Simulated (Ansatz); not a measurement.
We look at the energy of the reaction as written. Reaction: 4/9 cell B + 5/9 O2 (gas) → cell A. The sign is products less reactants.

Cell A: a slab of Al (fcc, Fm-3m) cut along (111), 30 atoms, hexagonal cell of 5.71 Å (28.3 Å²), symmetry P-3m1 within 0.02 Å, 15.6 Å thick under 16 Å of vacuum, in-plane vectors held at the crystal's; planes from bottom to top: O | Al4 × 7 | O; added, foreign or displaced atoms, above the top plane and below the bottom plane: two times O bound to 3 Al at 1.87 Å; spin state with PBE: run without spin, k-point mesh 9×9×1.
```xyz
30
Lattice="5.7150 0.0000 0.0000 2.8575 4.9493 0.0000 0.0000 0.0000 31.4879" Properties=species:S:1:pos:R:3 pbc="T T T"
Al     0.0421     0.0243     8.7055
Al     1.4287     0.8249    11.1156
Al     5.7131     1.6509    13.4035
Al     0.0000     0.0000    15.7439
Al     1.4287     0.8249    18.0694
Al     5.7243     1.6444    20.3861
Al    -0.0421    -0.0243    22.7824
Al     1.4287     2.4260     8.7055
Al     2.8482     3.3049    11.1018
Al     7.1437     4.1244    13.4185
Al     1.4287     2.4747    15.7439
Al     2.8594     3.2984    18.0844
Al     7.1437     4.1244    20.3723
Al     1.4287     2.5233    22.7824
Al     2.8154     0.0243     8.7055
Al     4.2862     0.8142    11.1018
Al     2.8594     1.6509    13.4035
Al     2.8575     0.0000    15.7439
Al     4.2862     0.8271    18.0844
Al     2.8482     1.6444    20.3861
Al     2.8996    -0.0243    22.7824
Al     4.2862     2.4747     8.8812
Al     5.7243     3.3049    11.1018
Al     4.2862     4.1222    13.4035
Al     4.2862     2.4747    15.7439
Al     5.7131     3.2984    18.0844
Al     4.2862     4.1352    20.3861
Al     4.2862     2.4747    22.6067
O      1.4287     0.8249    23.5531
O      7.1437     4.1244     7.9348
```

Cell B: a slab of Al (fcc, Fm-3m) cut along (111), 65 atoms, hexagonal cell of 8.57 Å (63.6 Å²), symmetry C2/m within 0.02 Å, 15.6 Å thick under 16 Å of vacuum, in-plane vectors held at the crystal's; planes from bottom to top: O | Al9 × 7 | O; added, foreign or displaced atoms, above the top plane and below the bottom plane: two times O bound to 3 Al at 1.86 Å; spin state with PBE: run without spin, k-point mesh 5×5×1.
```xyz
65
Lattice="8.5725 0.0000 0.0000 4.2862 7.4240 0.0000 0.0000 0.0000 31.4879" Properties=species:S:1:pos:R:3 pbc="T T T"
Al     0.0532     0.0307     8.6814
Al     1.4227     0.8214    11.0731
Al     8.5781     1.6454    13.4107
Al     0.0000     0.0000    15.7439
Al     1.4269     0.8238    18.0800
Al     8.5768     1.6429    20.3996
Al    -0.0532    -0.0307    22.8065
Al     1.4321     2.4665     8.6815
Al     2.8548     3.2981    11.0856
Al    10.0007     4.1247    13.4091
Al     1.4283     2.4768    15.7613
Al     2.8580     3.2993    18.0788
Al    10.0040     4.1259    20.4023
Al     1.4251     2.5266    22.7925
Al     2.8612     4.8974     8.6954
Al     4.2819     5.7811    11.0883
Al    11.4318     6.6001    13.4079
Al     2.8580     4.9472    15.7266
Al     4.2807     5.7786    18.0772
Al    11.4361     6.6026    20.4148
Al     2.8541     4.9575    22.8064
Al     2.8521     0.0070     8.6815
Al     4.2836     0.8233    11.0856
Al     2.8513     1.6462    13.4046
Al     2.8591    -0.0015    15.7613
Al     4.2863     0.8255    18.0788
Al     2.8500     1.6455    20.3958
Al     2.9006    -0.0292    22.7925
Al     4.2771     2.4694     8.7047
Al     5.7049     3.2937    11.1151
Al     4.2817     4.1253    13.4049
Al     4.2817     2.4720    15.7472
Al     5.7120     3.2978    18.0833
Al     4.2716     4.1372    20.3747
Al     4.3110     2.4889    22.6808
Al     5.7407     4.9372     8.8008
Al     7.1400     5.7933    11.1132
Al     5.7140     6.6062    13.4107
Al     5.7112     4.9559    15.7439
Al     7.1453     5.7786    18.0830
Al     5.7112     6.6063    20.3996
Al     5.7126     4.9210    22.6871
Al     5.6718     0.0292     8.6954
Al     7.1475     0.8177    11.0883
Al     5.7135     1.6454    13.4049
Al     5.7134     0.0015    15.7266
Al     7.1448     0.8178    18.0772
Al     5.7187     1.6307    20.3747
Al     5.7204    -0.0070    22.8064
Al     7.1461     2.5030     8.8008
Al     8.5871     3.2868    11.1132
Al     7.1467     4.1262    13.4046
Al     7.1475     2.4681    15.7439
Al     8.5771     3.2987    18.0830
Al     7.1538     4.1303    20.3728
Al     7.1180     2.4868    22.6871
Al     8.5478     4.9350     8.8071
Al    10.0087     5.7785    11.0921
Al     8.5724     6.5985    13.4091
Al     8.5771     4.9520    15.7407
Al    10.0075     5.7778    18.0833
Al     8.5751     6.6007    20.4023
Al     8.5816     4.9546    22.7832
O      1.4266     0.8236    23.5507
O     11.4321     6.6004     7.9372
```

Reference: an isolated O2 molecule (triplet) in a box of 11 × 11 × 13 Å.

All numbers come from Ansatz (a program for electronic structure), plane waves with PAW, its default PAW set, cutoff 420 eV, 500 eV for r2SCAN. The structures are at rest with PBE, within the held lattices; other levels are single points on them. Neutral cells; Fermi-Dirac smearing of at most 0.10 eV in the solids, energies taken to zero width. The lattices are those relaxed with PBE, so at other levels the solids can be strained, which adds to the spread. Larger cells are relaxed from a start prepared with the learned potential CHGNet, on a coarser mesh till forces fall under 0.03 eV/Å, which some starts already meet. A dispersion term (D3(BJ), or D4 for r2SCAN) was computed beside these levels and is taken off wherever the name lacks it. Nuclei at rest; no vibrational terms. The structures are the rest points that the relaxations reached, not proven lowest. Values are for these cell sizes. The cells' k-point meshes differ in density, so the last digit is unsettled. Cell A has symmetry P-3m1 within 0.02 Å and got no random move, so less symmetric positions, which may lie lower, weren't tried. Cell B has symmetry C2/m within 0.02 Å and got no random move, so less symmetric positions, which may lie lower, weren't tried.

Problem. Give the value at the level PBE.

Solution. -4.77 eV, for 4/9 cell B + 5/9 O2 (gas) → cell A.

Problem. List the value at the remaining levels and say how far they part.

Solution. 
| Method | value (eV) | less PBE |
|---|---|---|
| r2SCAN | -5.20 | -0.43 |

The levels shown span 0.43 eV, from r2SCAN (-5.20) to PBE (-4.77).
